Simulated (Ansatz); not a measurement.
Base system: HgS in the zinc blende structure (space group F-43m, No. 216; a = 5.992 Å).

Computed with PBE/PAW in Ansatz (a quantum-chemistry and plane-wave program), no spin-orbit coupling.

| level | lattice parameter a |
|---|---|
| PBE | 5.992 Å |

Measured: lattice parameter a 5.841 Å (room temperature; as listed in Cardona et al., arXiv (2009)).

Computed minus measured — lattice parameter a: PBE +2.6 %. Measured values not marked as corrected hold thermal and zero-point effects that the static-lattice runs lack.

No phonon test of stability was made. The final runs are not spin-polarised.
